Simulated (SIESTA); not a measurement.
A self-consistent single point of Ca₂CoN₂ (I4mm, 5 atoms in the cell) with SIESTA.

Method: GGA PBEsol, numerical atomic orbitals DZP, PseudoDojo PBEsol standard norm-conserving potentials (rewritten from UPF to PSML) (SIESTA 5.4.2).

The change in words: lattice scaled by 0.98; kgrid.MonkhorstPack: 6 6 6 → 8 8 8; ElectronicTemperature: 100 meV → 50 meV. Reference geometry:
```
Ca2CoN2
1.0
   -1.76847     1.76847     6.13334
    1.76847    -1.76847     6.13334
    1.76847     1.76847    -6.13334
Ca Co N
2 1 2
Direct
  0.34871   0.34871   0.00000
  0.65537   0.65537   0.00000
  0.00000   0.00000   0.00000
  0.14401   0.14401   0.00000
  0.85599   0.85599   0.00000
```
Moments meant for the start (each program seeds them in its own way; μB, in the order of the atoms Ca Ca Co N N): 0.0 0.0 3.0 0.0 0.0.

Reference input (self-consistent single point, DFT, GGA PBEsol, numerical atomic orbitals DZP, PseudoDojo PBEsol standard norm-conserving potentials (rewritten from UPF to PSML)): XC.functional = GGA; XC.authors = PBEsol; potentials = PseudoDojo PBEsol standard; PAO.BasisSize = DZP; PAO.EnergyShift = 0.01 Ry; MeshCutoff = 350 Ry; kgrid.MonkhorstPack = 6 6 6; OccupationFunction = FD; ElectronicTemperature = 100 meV; Spin = polarized; DM.InitSpin = [1 +0.00, 2 +0.00, 3 +3.00, 4 +0.00, 5 +0.00]; MaxSCFIterations = 150. This run's input differs from it in these lines:

```diff
@@ -13,5 +13,5 @@
 %block LatticeVectors
-    -1.768468000    1.768468000    6.133344000
-     1.768468000   -1.768468000    6.133344000
-     1.768468000    1.768468000   -6.133344000
+    -1.733099000    1.733099000    6.010677000
+     1.733099000   -1.733099000    6.010677000
+     1.733099000    1.733099000   -6.010677000
 %endblock LatticeVectors
@@ -19,7 +19,7 @@
 %block AtomicCoordinatesAndAtomicSpecies
-    -0.000000000    0.000000000    4.277467706  1
-     0.000000000   -0.000000000    8.039219315  1
+    -0.000000000    0.000000000    4.191918268  1
+    -0.000000000    0.000000000    7.878434771  1
      0.000000000    0.000000000    0.000000000  2
-    -0.000000000    0.000000000    1.766525739  3
-     0.000000000   -0.000000000   10.500162261  3
+    -0.000000000    0.000000000    1.731195190  3
+     0.000000000   -0.000000000   10.290158810  3
 %endblock AtomicCoordinatesAndAtomicSpecies
@@ -32,8 +32,8 @@
 %block kgrid.MonkhorstPack
-    6   0   0  0.0
-    0   6   0  0.0
-    0   0   6  0.0
+    8   0   0  0.0
+    0   8   0  0.0
+    0   0   8  0.0
 %endblock kgrid.MonkhorstPack
 OccupationFunction           FD
-ElectronicTemperature        100.0 meV
+ElectronicTemperature        50.0 meV
 Spin                         polarized
```

Output, abridged:

```
        iscf     Eharris(eV)        E_KS(eV)     FreeEng(eV)     dDmax    Ef(eV) dHmax(eV)
   scf:    1    -6638.198440    -6769.236929    -6769.245586  1.573969 -2.857516 46.773101
     spin moment: {S} , |S| = {        0.0        0.0    3.36322 }     3.36322
   scf:    2    -6838.660752    -6813.283280    -6813.303373  0.910132 -5.353916 14.029631
     spin moment: {S} , |S| = {        0.0        0.0    3.00000 }     3.00000
   scf:    3    -6808.490736    -6818.350540    -6818.374126  0.453806 -6.364354 11.858458
     spin moment: {S} , |S| = {        0.0        0.0    1.61334 }     1.61334
   [... lines left out ...]
     spin moment: {S} , |S| = {        0.0        0.0    2.16361 }     2.16361
   scf:   17    -6821.083025    -6821.083028    -6821.114990  0.000042 -5.627239  0.003620
     spin moment: {S} , |S| = {        0.0        0.0    2.16355 }     2.16355
   scf:   18    -6821.082973    -6821.083000    -6821.114990  0.000246 -5.627064  0.000560
     spin moment: {S} , |S| = {        0.0        0.0    2.16309 }     2.16309
   scf:   19    -6821.082995    -6821.082998    -6821.114990  0.000033 -5.627094  0.000932
     spin moment: {S} , |S| = {        0.0        0.0    2.16303 }     2.16303
SCF Convergence by DM+H criterion
max |DM_out - DM_in|         :     0.0000330957
max |H_out - H_in|      (eV) :     0.0009323158
SCF cycle converged after 19 iterations

Using DM_out to compute the final energy and forces

siesta: E_KS(eV) =            -6821.0830

siesta: E_KS - E_eggbox =     -6821.0830

siesta: Atomic forces (eV/Ang):
     1    0.000030    0.000030    0.304431
     2    0.000007    0.000007   -0.684861
     3   -0.000026   -0.000026    0.186889
     4   -0.000453   -0.000453    0.520061
     5    0.000429    0.000429   -0.326366
   Tot   -0.000013   -0.000013    0.000153
   Max    0.684861
   Res    0.254770    sqrt( Sum f_i^2 / 3N )
   Max    0.684861    constrained

Stress tensor Voigt[x,y,z,yz,xz,xy] (kbar):     -111.65     -111.65     -168.18        0.63        0.63       -0.06
   [... lines left out ...]
siesta: FreeEng =     -6821.114990
siesta: Cell volume =         72.215451 Ang**3
siesta:         130.49635804        179.14488376  kBar
   [... lines left out ...]
              0.006   0.004   0.009   0.004   0.003

mulliken: Qtot =       22.418

Mulliken Atomic Populations:
Atom #   charge [q] valence [e]      Sz [e]  Species
     1     0.995975    9.004025   -0.012962  Ca
     2     0.998268    9.001732   -0.009530  Ca
     3     0.038031   16.961969    1.738536  Co
     4    -1.005275    6.005275    0.223791  N
     5    -1.026999    6.026999    0.223195  N
 Total     0.000000                2.163030
```

The run converged in 19 iterations. Against the reference run the free energy rises by 57.1 meV/atom, the pressure goes from 4.41 to 13.05 GPa, the largest force goes from 0.570 to 0.685 eV/Å and the size of the net moment hardly changes (0.45 to 0.43 μB/atom).

The starting cell comes from a database of computed structures (which also holds hypothetical and non-ambient phases and stackings), without a prior relaxation at this level. Its lattice was rescaled by up to half a per cent. One atom was moved a little off its site on purpose. For this run, on top of that: lattice scaled by 0.98. With one magnetic atom in the cell only a parallel order is possible. Values carry the incompleteness of an atom-centred basis. With a pressure of about 13 GPa the cell is away from its equilibrium volume at this level.

Cost on one core of a shared machine: roughly 70 s.
